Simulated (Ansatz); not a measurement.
Take WC (space group P-6m2, No. 187; a = 2.899 Å, c = 2.827 Å; relaxed with 0.1 eV smearing) as the base. Axes: x lies along a and z along c of the hexagonal cell.

All numbers come from Kohn–Sham DFT with the PBEsol functional, run in Ansatz (a quantum-chemistry and plane-wave program) with PAW and 420 eV plane waves, scalar-relativistic without spin-orbit coupling.

One thing is altered: the cell is compressed by 1.00 % along x with no lateral relaxation, atoms relaxed at fixed cell.

Problem. Predict the stress tensor and what it implies for the stiffness.

Solution. Stress of the strained cell less that of the base (GPa, compression positive):
```
    7.6     0.0     0.0
    0.0     2.5     0.0
    0.0     0.0     1.9
```

Then −Δσ_ii/ε with ε = -0.0100 gives relaxed-ion elastic constants: C11 ≈ 762 GPa, C12 ≈ 248 GPa and C13 ≈ 191 GPa.

Whether these cells are dynamically stable was not tested. The final runs are not spin-polarised.
